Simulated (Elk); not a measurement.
Band structure of ScGe (Cmcm, 4 atoms in the cell).

```
CELL_PARAMETERS angstrom
      1.95553    -4.92658     0.00000
      1.95553     4.92658     0.00000
      0.00000     0.00000     3.68209
ATOMIC_POSITIONS crystal
  Sc 0.86301 0.13699 0.75000
  Sc 0.13699 0.86301 0.25000
  Ge 0.58951 0.41049 0.75000
  Ge 0.41049 0.58951 0.25000
```

Level of theory: PBEsol, all-electron FP-LAPW, Elk's shipped species files, APW+lo basis with extra local orbitals (Elk).

Settings: xctype = 22; rgkmax = 7.5; stype = 3; swidth = 0.00367493 Ha; ngridk = 7 7 7; gmaxvr = 14 1/bohr; nxlo = 2; lorbcnd = true; rmtscf = 0.94; lmaxi = 3.

The starting cell comes from a database of computed structures (which also holds hypothetical and non-ambient phases and stackings), without a prior relaxation at this level. Its lattice was rescaled by a random factor within 2.5 % of one. Values depend on the basis (sphere radii, cutoffs, local orbitals), which need not be converged.

Levels in eV from the Fermi level, bands 22 to 29:
```json
[
 {"point": "Γ", "22": "-1.83", "23": "-1.14", "24": "-0.92", "25": "0.22", "26": "0.60", "27": "1.20", "28": "2.04", "29": "2.23"},
 {"point": "X", "22": "-2.32", "23": "-2.09", "24": "-2.08", "25": "0.27", "26": "0.94", "27": "1.51", "28": "1.73", "29": "1.94"},
 {"point": "S", "22": "-3.40", "23": "-2.09", "24": "-1.88", "25": "0.11", "26": "1.05", "27": "1.80", "28": "1.98", "29": "2.17"},
 {"point": "R", "22": "-3.45", "23": "-2.55", "24": "-2.55", "25": "-0.70", "26": "-0.70", "27": "2.66", "28": "2.66", "29": "3.17"},
 {"point": "A", "22": "-3.65", "23": "-2.66", "24": "-2.66", "25": "-0.25", "26": "-0.25", "27": "2.08", "28": "2.08", "29": "3.23"},
 {"point": "Z", "22": "-3.23", "23": "-1.77", "24": "-1.77", "25": "-1.29", "26": "-1.29", "27": "2.94", "28": "2.94", "29": "3.10"},
 {"point": "Y", "22": "-1.56", "23": "-1.39", "24": "-0.81", "25": "-0.53", "26": "1.20", "27": "1.60", "28": "1.74", "29": "1.85"},
 {"point": "X1", "22": "-2.32", "23": "-2.09", "24": "-2.08", "25": "0.27", "26": "0.94", "27": "1.51", "28": "1.73", "29": "1.94"},
 {"point": "A1", "22": "-3.65", "23": "-2.66", "24": "-2.66", "25": "-0.25", "26": "-0.25", "27": "2.08", "28": "2.08", "29": "3.23"},
 {"point": "T", "22": "-4.75", "23": "-1.36", "24": "-1.36", "25": "-0.11", "26": "-0.11", "27": "1.73", "28": "1.73", "29": "2.56"}
]
```

Bands cross the Fermi level along this path, so the cell is metallic at this level.
